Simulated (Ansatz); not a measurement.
Base system: BeS in the zinc blende structure (space group F-43m, No. 216).

```
BeS
1.0
    0.00000     2.39818     2.39818
    2.39818     0.00000     2.39818
    2.39818     2.39818     0.00000
Be S
1 1
Direct
  0.00000   0.00000   0.00000
  0.25000   0.25000   0.25000
```

Cartesian axes are those of the cell as printed.

Level of theory: plane-wave PAW DFT at the LDA level (Ansatz, a first-principles code, 420 eV), without spin-orbit coupling.

Before the change:

The volume per atom is 13.79 Å³ and the smallest direct gap is 5.49 eV.

The change: compressive biaxial strain of 0.83 % in the plane normal to [111], as in epitaxy on a mismatched substrate; the out-of-plane cell vector and the atoms relax.

**Question.** Predict the new volume per atom.

**Answer.** The volume per atom drops by 0.18 Å³ (13.79 Å³ → 13.61 Å³).

**Question.** Estimate the effect on the in-plane stress.

**Answer.** The mean in-plane stress (compression positive) amounts to +2.1 GPa.

**Question.** Estimate the effect on the smallest direct gap.

**Answer.** The smallest direct gap falls by 0.16 eV to 5.33 eV.

Stability against distortions was not tested.
